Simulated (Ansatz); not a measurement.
NbC (model structure, started from the NbAs type, I4₁md, No. 109, 4 atoms in the cell) was calculated with PBEsol in Ansatz (plane waves, PAW).

Run with plane-wave cutoff 520 eV, 28×28×28 k mesh, Fermi–Dirac smearing 0.05 eV, no spin polarisation, scalar-relativistic PAW data made under PBE.

Cell (relaxed at this level):

Space group I4₁md (No. 109); a = 2.920 Å, b = 2.920 Å, c = 10.606 Å, α = 90.00°, β = 90.00°, γ = 90.00°

```json
[
 {"atom": "Nb", "site": "4a", "symmetry": "2mm.", "x": "0.0000", "y": "0.0000", "z": "0.2540"},
 {"atom": "C", "site": "4a", "symmetry": "2mm.", "x": "0.0000", "y": "0.0000", "z": "0.6620"}
]
```
(The calculation used a cell of 4 atoms; values per cell refer to that cell.)

Q: What does this level give for the bulk modulus?

A: 
- bulk modulus: 294 GPa

Note: the run has no spin polarisation, so it can have missed a magnetic state; the bulk modulus is −V dP/dV from two relaxed cells at ±2 % in volume; the relaxation could raise the start's symmetry but not lower it, so the cell can be a saddle point.

A model structure was made by putting elements into a prototype or built by hand; it is no filed structure, need not be a known phase, and can be a saddle point held by its symmetry.

Ansatz is a program for electronic structure.
